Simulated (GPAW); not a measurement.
How far to go with the plane-wave cutoff: Nb (Im-3m, 1 atom in the cell)

```yaml
crystal:
  lattice:
    - [-1.65825, 1.65825, 1.65825]
    - [1.65825, -1.65825, 1.65825]
    - [1.65825, 1.65825, -1.65825]
  atoms:
    - { symbol: Nb, position: [0.00000, 0.00000, 0.00000] }
```

Level of theory: PBE, GPAW PAW datasets PBE (gpaw-data 1.0.1) (plane waves; GPAW).

Base settings: mode = pw; ecut = 600 eV; xc = PBE; kpts = 5 5 5; mesh shift (steps) = 0 0 0; occupations.name = fermi-dirac; occupations.width = 0.1 eV; nbands = -5; convergence.density = 1e-05 e/electron; convergence.energy = 1e-05 eV/electron.

The second cell is the first with its lattice scaled by 0.98.

The mesh stays at the base's, so the ladder's end is converged at best in this setting alone.

Only quantities that move along the ladder and can be compared are tabulated.

The count of work is k-points × plane waves × bands × iterations; it is no time. 

The starting cell has typed, rounded lattice constants, without a prior relaxation at this level. Its lattice was rescaled by up to half a per cent. Spin polarisation is off. Without a gap this mesh is coarse (it stands for a supercell whose shortest vector is 14 Å).

```tsv
ecut	free energy less the last step's (meV/atom)	energy of the compressed cell less the first (meV/atom)	pressure (GPa)	count of work / last
210 eV	413.93	20.44	-9.92	0.051
240 eV	257.72	20.08	-8.34	0.18
270 eV	156.31	12.21	-6.71	0.11
300 eV	89.97	20.73	-5.10	0.100
330 eV	49.49	22.38	-3.91	0.15
360 eV	27.90	19.31	-3.17	0.13
420 eV	10.92	19.51	-2.48	0.15
480 eV	5.04	19.67	-2.26	0.18
540 eV	2.30	19.69	-2.20	0.20
600 eV	0.93	19.68	-2.17	0.27
660 eV	0.37	19.60	-2.12	0.33
720 eV	0.16	19.60	-2.11	0.47
810 eV	0.06	19.60	-2.11	0.42
900 eV	0.06	19.60	-2.11	0.49
1200 eV	0.01	19.60	-2.11	1.1
1440 eV	0.00	19.61	-2.11	1.0
```

Coarsest ecut that holds the free energy within 0.5 meV/atom of the last step, with all finer ones: 660 eV, at 0.33 of the last step's count of work; the step before is off by 0.93 meV/atom.

Coarsest ecut that holds the energy of the compressed cell less the first within 0.2 meV/atom of the last step, with all finer ones: 420 eV, at 0.15 of the last step's count of work; the step before is off by 0.30 meV/atom.

Coarsest ecut that holds the pressure within 0.05 GPa of the last step, with all finer ones: 660 eV, at 0.33 of the last step's count of work; the step before is off by 0.06 GPa.

The energy difference between the two cells stays within 1 meV/atom of the last step's from 360 eV on, the total only from 600 eV on: much of the error is common to both cells and cancels.

At the lowest cutoff the pressure lies 7.8 GPa under the last step's, the usual sign of Pulay stress in an incomplete plane-wave basis.

Left out of this page: 1 run of the series outside the window shown, repeating another row's setting, or not comparable.
